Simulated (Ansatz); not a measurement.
The starting structures come from a database of crystals and need not be the phases stable at ambient conditions.

By PBEsol, the system below comes out a metal.

A figure of merit of an interconnect metal is its ballistic conductance per area.

Data:

```yaml
crystal:
  lattice:
    - [3.98010, 0.00000, 0.00000]
    - [1.86496, 3.51612, 0.00000]
    - [1.99005, 1.19712, 0.84404]
  atoms:
    - { symbol: Cu, position: [0.00000, 0.00000, 0.00000] }
```

Space group of this cell: C2/m. The cell is strained (lengths along the current scaled by 1.03, ions clamped); by PBEsol its mean pressure is -5.7 GPa.

The current flows along the normal of the first two printed cell vectors. No spin-orbit coupling; the value is a mean over 0.1 eV about the Fermi level.

Task: Compute, with PBEsol (Ansatz, a quantum-chemistry and plane-wave program), the ballistic conductance per area.

Result: 1.2 × 10¹⁵ S/m² for both spins.
